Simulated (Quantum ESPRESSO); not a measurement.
Troubleshooting Quantum ESPRESSO: a failed run on MgW4O12 (Im-3, 17 atoms in the cell). The aim is a self-consistent single point with DFT, PBEsol+U, plane waves, GBRV 1.5 ultrasoft (PBESOL) pseudopotentials.

The input file:

```fortran
&CONTROL
    calculation = 'scf'
    prefix = 'scf'
    outdir = './out'
    pseudo_dir = './'
    tprnfor = .true.
    tstress = .true.
/
&SYSTEM
    ibrav = 0
    nat = 17
    ntyp = 3
    ecutwfc = 40
    ecutrho = 320
    occupations = 'smearing'
    smearing = 'fd'
    degauss = 0.0099958
    nspin = 2
    starting_magnetization(2) = 0.071
/
ATOMIC_SPECIES
Mg    24.3050  mg_pbesol_v1.4.uspp.F.UPF
W    183.8400  w_pbesol_v1.2.uspp.F.UPF
O     15.9990  o_pbesol_v1.2.uspp.F.UPF
ATOMIC_POSITIONS {crystal}
Mg    0.0000000000    0.0000000000    0.0000000000
W     0.5000000000    0.0000000000    0.0000000000
W     0.0000000000    0.5000000000    0.0000000000
W     0.5000000000    0.5000000000    0.5000000000
W     0.0000000000    0.0000000000    0.5000000000
O     0.9421500000    0.7295300000    0.2126200000
O     0.0578500000    0.2704700000    0.7873800000
O     0.5169100000    0.7295300000    0.7873800000
O     0.4830900000    0.2704700000    0.2126200000
O     0.2126200000    0.9421500000    0.7295300000
O     0.7873800000    0.0578500000    0.2704700000
O     0.7873800000    0.5169100000    0.7295300000
O     0.2126200000    0.4830900000    0.2704700000
O     0.7295300000    0.2126200000    0.9421500000
O     0.2704700000    0.7873800000    0.0578500000
O     0.7295300000    0.7873800000    0.5169100000
O     0.2704700000    0.2126200000    0.4830900000
K_POINTS {automatic}
4 4 4  0 0 0
CELL_PARAMETERS {bohr}
  -7.2640070676     7.2640070676     7.2640070676
   7.2640070676    -7.2640070676     7.2640070676
   7.2640070676     7.2640070676    -7.2640070676
HUBBARD {ortho-atomic}
U W-5d 6.2
```

Log, with long lists cut:

```
     This program is part of the open-source Quantum ESPRESSO suite
     for quantum simulation of materials; please cite

 %%%%%%%%%%%%%%%%%%%%%%%%%%%%%%%%%%%%%%%%%%%%%%%%%%%%%%%%%%%%%%%%%%%%%%%%%%%%%%
     Error in routine  read_namelists (1):
      bad line in namelist &electrons: "U W-5d 6.2" (error could be in the previous line)
 %%%%%%%%%%%%%%%%%%%%%%%%%%%%%%%%%%%%%%%%%%%%%%%%%%%%%%%%%%%%%%%%%%%%%%%%%%%%%%

     stopping ...
```

From the messages shown, name the fault and mend the input.

The fault is a required namelist left out. The program reads the namelists in a fixed order, even empty ones. To fix it, add the namelist. The program stopped before any SCF iteration.

The sound input it was made from differs as follows (other fixes are possible):
```diff
+/
+&ELECTRONS
+    conv_thr = 1e-10
+    mixing_beta = 0.3
```

With that input, the run converged in 21 iterations: free energy E − TS -15603.4091 eV; Fermi level (on the code's own zero) 8.69 eV; pressure -9.43 GPa; largest force (vector length) 0.217 eV/Å; size of the cell's spin moment 1.99 μB (DFT, PBEsol+U, plane waves, GBRV 1.5 ultrasoft (PBESOL) pseudopotentials).

On the sound input: the starting cell comes from a database of computed structures (which also holds hypothetical and non-ambient phases and stackings), without a prior relaxation at this level. Its lattice was rescaled by a random factor within 2.5 % of one. The magnetic order is the one reached from the typed start; others were not searched systematically. With U or open f shells several self-consistent states can exist. With a pressure of about -9 GPa the cell is away from its equilibrium volume at this level.
